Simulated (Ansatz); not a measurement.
**A constructed model of the (111) surface of fcc Ag, a pseudomorphic layer of Cu in the other hollow (bottom of the slab: a bare face, its two planes held)**

These are PBE (plane waves to 420 eV, PAW; Ansatz, a quantum-chemistry and plane-wave program) values and carry that method's errors.

Set-up: 7 atoms, 14.3 Å thick at the start with caps and adatoms; mesh 15x15x1; 0.1 eV smearing; dipole correction on; 2 atoms held, the rest relaxed; symmetry of the start imposed; no spin, no spin-orbit, no U. In PBE it is, or lies within 0.01 eV a 1x1 cell of, the lowest of the 2 structures of its composition computed so far; subsurface sites and larger cells were not tried.

```json
{
 "work_function_of_the_top_face": "4.35 eV",
 "energy_released_by_relaxation": "0.078 eV",
 "cost": "very roughly 2.3 core-minutes"
}
```
